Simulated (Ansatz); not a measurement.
Band structure of MgCu3 (I4/mmm, 4 atoms in the cell).

```
MgCu3
1.0
   -1.81832     1.81832     3.64619
    1.81832    -1.81832     3.64619
    1.81832     1.81832    -3.64619
Mg Cu
1 3
Cartesian
  0.00000   0.00000   0.00000
  0.00000   0.00000   3.64619
  0.00000   1.81832   1.82310
  1.81832   0.00000   1.82310
```

Method of the run: PBEsol, default PAW files made with PBE (plane waves; Ansatz, a program for electronic structure).

Settings: basis.ecutwfc = 30.9 Ry; kpoints.mp_grid.grid = 9 9 9; kpoints.mp_grid.shift = 0.5 0.5 0.5; hamiltonian.xc = pbesol; hamiltonian.pseudopotentials = {kind: paw} (the program's default PAW files); scf.occupations.method = cold; scf.occupations.width = 0.0037 Ry; kpoints.band_path.npoints = 16.

The starting cell comes from a database of computed structures (which also holds hypothetical and non-ambient phases and stackings), without a prior relaxation at this level. Its lattice was rescaled by a random factor within 2.5 % of one. Spin polarisation is off.

Levels in eV from the Fermi level, bands 31 to 38:
```csv
point,31,32,33,34,35,36,37,38
Γ,-2.15,-1.74,1.05,4.55,4.55,5.36,5.60,5.81
X,-2.00,-1.88,-1.45,-1.34,-0.63,2.18,3.39,7.24
Y,-2.17,-1.86,-1.75,-1.45,-0.55,4.05,4.73,7.63
S,-2.48,-2.08,-1.76,-1.57,3.58,6.44,6.80,8.84
Z,-2.06,-2.02,-1.74,1.11,1.11,5.03,6.69,12.20
S1,-2.48,-2.08,-1.76,-1.57,3.58,6.44,6.80,8.84
N,-2.56,-2.05,-1.80,0.92,2.03,5.19,6.84,7.73
P,-2.15,-2.13,-1.37,-0.78,-0.78,4.01,4.01,4.65
Y1,-2.17,-1.86,-1.75,-1.45,-0.55,4.05,4.73,7.63
```

Bands cross the Fermi level along this path, so the cell is metallic at this level.

Keys are those of Ansatz 0.2.
